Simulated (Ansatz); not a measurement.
Pressure series in hypothetical Fm-3m WSe2

Take WSe$_{2}$ (space group Fm-3m, No. 225; a = 6.262 Å; ferromagnetic; a hypothetical phase, not in the database extracts checked) as the base.

Cell and atoms are relaxed at each pressure.

Level of theory: r2SCAN in Ansatz (plane waves to 500 eV, PAW, spin-orbit coupling left out).

Notes on the quantities. enthalpy: H = E + PV relative to the base's energy.

```
case              shortest interatomic distance      density       enthalpy
----------------  -----------------------------  -----------  -------------
base                                    2.712 Å   9.24 g/cm³              –
pressure −2 GPa                         2.729 Å   9.07 g/cm³  -0.26 eV/atom
pressure −1 GPa                         2.720 Å   9.16 g/cm³  -0.13 eV/atom
pressure 1.8 GPa                        2.698 Å   9.39 g/cm³  +0.23 eV/atom
pressure 4.2 GPa                        2.681 Å   9.57 g/cm³  +0.53 eV/atom
pressure 9 GPa                                ?            ?  +1.11 eV/atom
pressure 18 GPa                         2.607 Å  10.41 g/cm³  +2.16 eV/atom
pressure 30 GPa                         2.557 Å  11.03 g/cm³  +3.48 eV/atom
pressure 45 GPa                         2.503 Å  11.76 g/cm³  +5.03 eV/atom
pressure 60 GPa                         2.461 Å  12.36 g/cm³  +6.50 eV/atom
```

What belongs in the blanks?


- pressure 9 GPa, shortest interatomic distance: 2.652 Å
- pressure 9 GPa, density: 9.88 g/cm³

The magnetic state is the one reached from the starting moments; the real material's order can differ, and small cells can't hold many antiferromagnetic ones. Load acts through the strain it causes; cell and atoms are relaxed under it. No phonon test of stability was made. No other phases were tried under pressure. Starting moments died away, wholly or in part, for pressure 45 GPa and pressure 60 GPa; another magnetic solution may exist.

Ansatz is a program for electronic structure.
